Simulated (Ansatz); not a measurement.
Results of PBEsol in Ansatz (plane waves, PAW) for Cd2TeSe (P-4m2, No. 115, 4 atoms in the cell; start mp-1226952).

Numerical settings: plane-wave cutoff 520 eV, 8×8×6 k mesh (along the axes of the cell as run), Fermi–Dirac smearing 0.01 eV, scalar-relativistic PAW data made under PBE.

Cell (relaxed with PBEsol):

```
CELL_PARAMETERS angstrom
      4.45130     0.00000     0.00000
      0.00000     4.45130     0.00000
      0.00000     0.00000     6.26852
ATOMIC_POSITIONS crystal
  Cd 0.50000 0.00000 0.76757
  Cd 0.00000 0.50000 0.23243
  Te 0.00000 0.00000 0.50000
  Se 0.50000 0.50000 0.00000
```

Task: Give the computed band gap.

Result: 
* **band gap**: 0.40 eV

Spin–orbit coupling is not included; with these elements it can move the gap by several tenths of an eV or more.

Computed values are for the static lattice.

Computing time: about 30 core-seconds (a rough figure).

A start named mp-… is a Materials Project structure, which need not be a measured phase.

Ansatz is a program for electronic structure.
